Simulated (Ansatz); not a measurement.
**Si vacancy + C vacancy + Er interstitial (4H silicon carbide host)**

Computed with PBE, PAW (plane waves to 420 eV; Ansatz, a quantum-chemistry and plane-wave program). The supercell holds 72 host sites (3×3×1 repeats of a cell of 8 atoms), with a 2×2×2 Γ-centred k-point sampling for the final energies. Site at the start: a built cluster, 1.9 Å across. Charged cells carry a point-charge image correction with potential alignment at far atoms. Dielectric constants: PBE linear response of the host. Host gap at this level: 2.22 eV. A cell of this size leaves errors of a few tenths of an eV. Levels are measured in PBE's own, too narrow, gap. Spin–orbit coupling is left out, and no Hubbard U is applied to the open shells. Each state is the lowest found from its start.

In at least one state atoms left their starting sites on relaxation (a large move, or an atom on the emptied site), so the name describes the start.

The name describes the start; the neighbours show where the atoms ended.

Charges with a result: +2, +1, 0, −1. Others weren't obtained, and one of them could lie lower, also by skipping a charge.

| charge | moment (μB) | largest move off a lattice site (Å) | neighbours of the last Er atom of the defect at the end (Å) | image correction with alignment (eV) |
|---|---|---|---|---|
| +2† | 2.0 | 0.21 | C 2.24, C 2.27, C 2.27, Si 2.93, Si 2.96, Si 2.96 | 1.10 |
| +1 | 3.0 | 0.17 | C 2.21, C 2.22, C 2.24, Si 2.93, Si 2.94, Si 2.96 | 0.39 |
| 0† | fractional | 0.16 | C 2.23, C 2.23, C 2.24, Si 2.86, Si 2.86, Si 2.87 | 0.08 |
| −1† | fractional | 0.16 | C 2.25, C 2.26, C 2.26, Si 2.78, Si 2.79, Si 2.79 | -0.03 |

† Not settled in this cell, so no level is given: charge +2: a level filled in part, level within 0.1 eV of a band edge or past it; charge 0: fractional moment, a correction for the charge's moments that the other states lack; charge −1: fractional moment, a level filled in part.

Flagged in the runs: a doubtful potential alignment, a host whose relaxation on this sampling wasn't shown to rest, a strain field that reaches the edge of the cell.
